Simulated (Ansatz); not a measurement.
The reference is PbSe in the rock salt structure (space group Fm-3m, No. 225; a = 6.178 Å).

It is then changed as follows: every Se is replaced by Te; the structure is relaxed again.

Levels (all Ansatz, an electronic-structure program, PAW): r2SCAN (500 eV, spin-orbit coupling left out); HSE06+SOC (420 eV, noncollinear with spin-orbit coupling).

The geometry is relaxed with r2SCAN.

| Property | Result |
|---|---|
| r2SCAN lowest conduction level above the VBM at special points | L 1.09 eV; W 1.93 eV; X 3.73 eV; Γ 4.31 eV |

With HSE06+SOC at the same geometry, the lowest conduction level above the VBM at special points becomes L 0.25 eV; W 1.84 eV; X 3.77 eV; Γ 3.02 eV (r2SCAN: L 1.09 eV; W 1.93 eV; X 3.73 eV; Γ 4.31 eV).

Single points use the geometry relaxed with r2SCAN. The hybrid gap comes from the SCF mesh plus the semilocal run's edge points and a few special points and is an upper bound. The spin-orbit shifts are approximate. The levels and masses belong to the bands next to the band gap. No phonon test of stability was made.
